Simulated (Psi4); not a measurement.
Psi4 1.11, unrestricted TPSS/def2-svp: N#[Si], charge 0, multiplicity 2, 2 atoms. The geometry is a generated start, not checked to be a minimum at this level.

```json
{
 "task": "energy",
 "method": "tpss",
 "basis": "def2-svp",
 "memory": "3 GB",
 "maxiter": "100",
 "keys_of_the_molecule_block": "symmetry c1",
 "scf_type": "df (default)",
 "e_convergence": "1e-06 (default)",
 "d_convergence": "1e-06 (default)",
 "dft_radial_points": "75 (default)",
 "dft_spherical_points": "302 (default)",
 "basis_functions": "32",
 "grid_points": "42662"
}
```

```xyz
2

Si     0.0307    -0.0167    -0.7826
N     -0.0307     0.0167     0.7826
```

Charge 0 and multiplicity 2 are set for this test and not shown to be the ground state.

With the defaults (diis = true, scf_initial_accelerator = adiis, damping_percentage = 0, diis_max_vecs = 10, guess = auto, which took SAD, diis_start = 1) it converges in 12 SCF iterations. One run each on 2 threads, with these changes:
- guess = sap
- damping_percentage = 20
- scf_initial_accelerator = none
- diis_max_vecs = 3
- diis = false, scf_initial_accelerator = none, damping_percentage = 60
- guess = sapgau
- guess = gwh
- guess = modhuckel
- diis_start = 4

Question: Which of these changes keep the SCF from converging, or lead it to another solution?

Answer: No convergence: diis = false, scf_initial_accelerator = none, damping_percentage = 60 (the run ends without SCF convergence in 100 iterations). The rest reach the solution of the defaults.

| setting | SCF iterations | end |
|---|---|---|
| guess = sap | 11 | same solution |
| the defaults | 12 | same solution |
| scf_initial_accelerator = none | 12 | same solution |
| guess = sapgau | 12 | same solution |
| guess = modhuckel | 12 | same solution |
| guess = gwh | 13 | same solution |
| diis_start = 4 | 15 | same solution |
| diis_max_vecs = 3 | 21 | same solution |
| damping_percentage = 20 | 23 | same solution |
| diis = false, scf_initial_accelerator = none, damping_percentage = 60 | 100 | no convergence |
